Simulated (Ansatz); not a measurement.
What holes 5.0×10^21 cm⁻³ does to hypothetical P4_2/mnm BAs

The reference is BAs (space group P4_2/mnm, No. 136; a = 5.8372 Å, c = 3.3617 Å; a hypothetical phase, not in the database extracts checked).

Now apply this change: hole doping at 5.0×10^21 cm⁻³ (0.573 per cell), with a uniform compensating background at fixed cell and a 300 K Fermi–Dirac width.

Level of theory: PBEsol/PAW in Ansatz (a first-principles code), no spin-orbit coupling. k-mesh 8×8×14 (Γ-centred); smearing 0.0259 eV (Fermi–Dirac).

- Gap between the host's bands: 0.73 eV (base 0.61 eV)
- Gap character: indirect, Γ → k = (0, 0, 0.286) in the run's primitive reciprocal basis (base indirect, Γ → k = (0, 0, 0.286) in the run's primitive reciprocal basis)
- Fermi level relative to the doped band's edge (positive inside the band; to 0.05 eV): +1.00 eV

Final structure:

```
CELL_PARAMETERS angstrom
      5.83723     0.00000     0.00000
      0.00000     5.83723     0.00000
      0.00000     0.00000     3.36175
ATOMIC_POSITIONS crystal
  B  0.32249 0.67751 0.00000
  B  0.67751 0.32249 0.00000
  B  0.82249 0.82249 0.50000
  B  0.17751 0.17751 0.50000
  As 0.31774 0.31774 0.00000
  As 0.68226 0.68226 0.00000
  As 0.18226 0.81774 0.50000
  As 0.81774 0.18226 0.50000
```
Cell charge +0.572728.

Charged cell with a jellium background: band edges are those of the host's band count, energies are not comparable with the neutral cell, and many-body gap narrowing is missing. No phonon test of stability was made.
